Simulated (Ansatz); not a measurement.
System: rock-salt NaH. Method: G0W0@PBE0 (hard PAW, contour deformation; Ansatz, a quantum-chemistry and plane-wave program).

The cell has the measured lattice parameters. Conventional cell: a = 4.8720 Å, b = 4.8720 Å, c = 4.8720 Å, α = 90.00°, β = 90.00°, γ = 90.00°.

The quasiparticle gap at Γ at a fixed k mesh 4×4×4:

| response cutoff | value (eV) |
|---|---|
| 150 eV, 222 empty bands | 17.607 |
| 200 eV, 341 empty bands | 17.575 |
| 250 eV, 477 empty bands | 17.559 |
| 300 eV, 627 empty bands | 17.548 |

Problem. Taking the value to converge with the response cutoff E as E^(−3/2), extrapolate from the last two rows.

Solution. With y = y∞ + c/w and weights w = 3953 and 5196 for the last two rows, y∞ = (w2 y2 − w1 y1)/(w2 − w1) = (5196 × 17.548 − 3953 × 17.559)/1243 = 17.513 eV, which lies 0.035 beyond the last row. Successive pairs of rows give 17.516, 17.519, 17.513. The limit also hangs on the law assumed, so its last digits aren't firm.

The other settings are not extrapolated, so this is the limit in one setting alone.

At the last cutoff the smallest gap on this mesh is 6.93 eV, with an edge away from Γ.

Note: GW on a hybrid start was not checked against another program.
